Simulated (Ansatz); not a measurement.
Ag2O: energy against volume

Ag2O (cuprite, Pn-3m, 18.575 Å³/atom and stress up to 0.01 GPa in the relaxed cell, cube axes along x, y and z) under an equal strain ε along all three axes. PBE in Ansatz, a plane-wave DFT program (PAW, default set), 420 eV, 7×7×7 Γ-centred mesh, Fermi-Dirac smearing 0.05 eV; ions are relaxed, or left where forces stay under 0.02 eV/Å, within the symmetry of each cell. Against the start cell, which lies near the measured one, the relaxed cell differs by 5.3 % in volume; the values below rest on it.

Here V stands for volume and E for E less E0.

| volume (Å³/atom) | E less E0 (meV/atom) | pressure (GPa) |
|---|---|---|
| 16.9530 | ? | ? |
| 17.5900 | 12.68 | 4.40 |
| 17.9143 | 5.43 | 2.78 |
| 18.2427 | 1.31 | 1.32 |
| 18.5751 | 0.00 | 0.00 |
| 18.9114 | 1.29 | -1.20 |
| 19.2518 | 5.03 | -2.28 |
| 19.5963 | 11.05 | -3.26 |

### Question
Using the third-order Birch-Murnaghan form, a cubic in V^(-2/3), estimate the missing E at V = 16.9530 from the other rows, showing the fit.

### Answer
With u = V^(-2/3) - 0.143, the rows have u = 0.004850, 0.003061, 0.001303, -0.000424, -0.002120, -0.003785, -0.005421. Least squares gives E = 0.055 + 362.9·u + 451742·u² + 2012083·u³. Residuals (row less fit): 0.009, -0.026, 0.011, 0.018, -0.007, -0.014, 0.007; standard error 0.022 (degrees of freedom: 3). Its minimum lies at u = -0.000403, so V0 = (0.142597)^(-3/2) = 18.57. There d²E/du² = 898600 and d³E/du³ = 1.207e7, so B0 = (4/9) × 18.57^(-7/3) × 898600 × 0.160218 = 70.1 GPa (the last factor turns the table's units into GPa), and B0' = 4 + (2/3) × 0.142597 × (1.207e7)/898600 = 5.3. B0' rests on the cubic coefficient alone and has a standard error of 0.2 from these residuals. At the withheld row, u = 0.008531, so E = 0.055 + 362.9 × 0.008531 + 451742 × 0.008531² + 2012083 × 0.008531³ = 37.277 meV/atom. The calculation gives 37.25 meV/atom, 0.027 meV/atom below the prediction (0.1 % of the range of E in the table). The row lies outside the fitted rows, so this is an extrapolation. From the scatter of the fitted rows alone, a prediction at this place has a standard error of 0.166 meV/atom, so the miss is 0.2 times that.

This level leaves no gap over 0.05 eV at strain -1.80, -1.20, -0.60, 0.00, 0.60, 1.20, 1.80 %. The primitive cell can neither tilt nor turn polar against its symmetry, as such crystals can under strain. Other structures, which can take over under pressure, weren't tried. The same form fitted to the pressure column gives B0' = 5.2; series where the two differ by over 0.4 aren't shown. Rows are the converged runs of the series near zero and its far end, less any whose ions stayed unrelaxed beside relaxed ones; series whose fitted rows scatter by over a few per cent of the range, as at a crossing or softening among them, aren't shown in this form.
